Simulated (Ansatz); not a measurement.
Levels about the gap of amorphous tantalum oxide (Ta16O39) (55 atoms in a cell of 786 Å³, 7.44 g/cm³; zone centre alone, so wide bands show as single levels with stretches between that a denser mesh fills), at the geometry that PBE relaxed, where it gives 0.0 GPa on a denser mesh. The participation number counts the atoms over which a state spreads; weights are charges in smoothed Voronoi cells. The levels come from a single point, so bond lengths are those of that geometry. Method of the levels: PBE, scalar-relativistic without spin-orbit coupling (Ansatz, an electronic-structure program). Sampling: the zone centre alone; Fermi-Dirac width 0.02 eV; no spin polarisation. The usual formal charges leave 2 electrons over, so the level spacing at the Fermi energy parts defect or band states and needn't be the band gap.

A CHGNet melt-quench gave the starting glass, which DFT then relaxed. O atoms were pushed apart under 1.9 Å during the dynamics, to hinder bonds among them. The hot cell started wider than the set density and was brought back towards it in steps. It is the lowest in DFT energy of 2 quenches. It is a model cell: composition and starting density were chosen by hand, and all elements were melted together. No dispersion term was used. Its density started from a set value of 7.81 and ended at 7.44 g/cm³. The simulated quench (nominally 190 K/ps over its main leg) is rapid and tends to freeze in more defects than a deposited or slowly cooled glass has. One small periodic cell is one sample of the glass; other quenches scatter about these values. The volume was free in the relaxation, at fixed shape. Stress components on the final sampling reach 2.5 GPa. On a 2×2×2 Γ-centred mesh force components of up to 0.35 eV/Å stay, since the relaxation ran on the zone centre alone.

```json
[
 {"E - E(highest filled), eV": "-2.93", "filling": "filled", "participation number": "15.7", "largest on": "O, 2 neighbours", "weight O": "0.95", "weight Ta": "0.05"},
 {"E - E(highest filled), eV": "-2.92", "filling": "filled", "participation number": "22.0", "largest on": "O, 2 neighbours", "weight O": "0.96", "weight Ta": "0.04"},
 {"E - E(highest filled), eV": "-2.86", "filling": "filled", "participation number": "14.9", "largest on": "O, 3 neighbours", "weight O": "0.95", "weight Ta": "0.05"},
 {"E - E(highest filled), eV": "-2.80", "filling": "filled", "participation number": "21.7", "largest on": "O, 3 neighbours", "weight O": "0.96", "weight Ta": "0.04"},
 {"E - E(highest filled), eV": "-2.80", "filling": "filled", "participation number": "14.3", "largest on": "O, 2 neighbours", "weight O": "0.96", "weight Ta": "0.04"},
 {"E - E(highest filled), eV": "-2.72", "filling": "filled", "participation number": "22.4", "largest on": "O, 2 neighbours", "weight O": "0.96", "weight Ta": "0.04"},
 {"E - E(highest filled), eV": "0.00", "filling": "filled", "participation number": "11.9", "largest on": "Ta, 7 neighbours", "weight O": "0.37", "weight Ta": "0.63"},
 {"E - E(highest filled), eV": "0.74", "filling": "empty", "participation number": "17.7", "largest on": "Ta, 6 neighbours", "weight O": "0.33", "weight Ta": "0.67"},
 {"E - E(highest filled), eV": "0.81", "filling": "empty", "participation number": "27.2", "largest on": "Ta, 5 neighbours", "weight O": "0.34", "weight Ta": "0.66"},
 {"E - E(highest filled), eV": "0.90", "filling": "empty", "participation number": "18.5", "largest on": "Ta, 6 neighbours", "weight O": "0.34", "weight Ta": "0.66"},
 {"E - E(highest filled), eV": "0.99", "filling": "empty", "participation number": "19.9", "largest on": "Ta, 6 neighbours", "weight O": "0.34", "weight Ta": "0.66"},
 {"E - E(highest filled), eV": "1.05", "filling": "empty", "participation number": "23.2", "largest on": "Ta, 6 neighbours", "weight O": "0.35", "weight Ta": "0.65"},
 {"E - E(highest filled), eV": "1.19", "filling": "empty", "participation number": "17.9", "largest on": "Ta, 6 neighbours", "weight O": "0.34", "weight Ta": "0.66"},
 {"E - E(highest filled), eV": "1.28", "filling": "empty", "participation number": "22.7", "largest on": "Ta, 6 neighbours", "weight O": "0.34", "weight Ta": "0.66"}
]
```

Most localised among these is the filled level at +0.00 eV, on a Ta atom, which has 7 neighbours (O 2.03 Å, O 2.10 Å, O 2.11 Å, O 2.13 Å, O 2.15 Å, O 2.18 Å, O 2.20 Å).
